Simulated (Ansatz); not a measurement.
## Pressure series in Hf

Base system: Hf in the hcp (Mg type) structure (space group P6_3/mmc, No. 194; a = 3.204 Å, c = 5.069 Å).

Cell and atoms are relaxed at each pressure.

Levels (all Ansatz, a quantum-chemistry and plane-wave program, PAW): PBE (420 eV, spin-orbit coupling left out); r2SCAN (500 eV, without spin-orbit coupling).

The base cell above is that of PBE; each level relaxes its own structures.

| case | volume per atom, PBE | volume per atom, r2SCAN |
|---|---|---|
| pressure −2 GPa | 22.98 Å³ | 22.77 Å³ |
| pressure −1 GPa | 22.75 Å³ | (withheld) |
| pressure 0.3 GPa | 22.47 Å³ | 22.29 Å³ |
| pressure 0.7 GPa | 22.39 Å³ | 22.21 Å³ |
| pressure 1.5 GPa | 22.23 Å³ | 22.06 Å³ |
| pressure 3 GPa | 21.94 Å³ | (withheld) |
| pressure 5 GPa | 21.58 Å³ | 21.43 Å³ |
| pressure 7.5 GPa | 21.16 Å³ | (withheld) |
| pressure 10 GPa | 20.78 Å³ | (withheld) |

Some entries are withheld; estimate them.


- pressure −1 GPa, volume per atom, r2SCAN: 22.56 Å³
- pressure 3 GPa, volume per atom, r2SCAN: 21.78 Å³
- pressure 7.5 GPa, volume per atom, r2SCAN: 21.02 Å³
- pressure 10 GPa, volume per atom, r2SCAN: 20.65 Å³

PBE lies above r2SCAN in every row, by 0.13 Å³ to 0.20 Å³. They put the cases in the same order.

Load acts through the strain it causes; cell and atoms are relaxed under it. Stability against distortions was not tested. Competing high-pressure phases were not computed. The final runs are not spin-polarised.
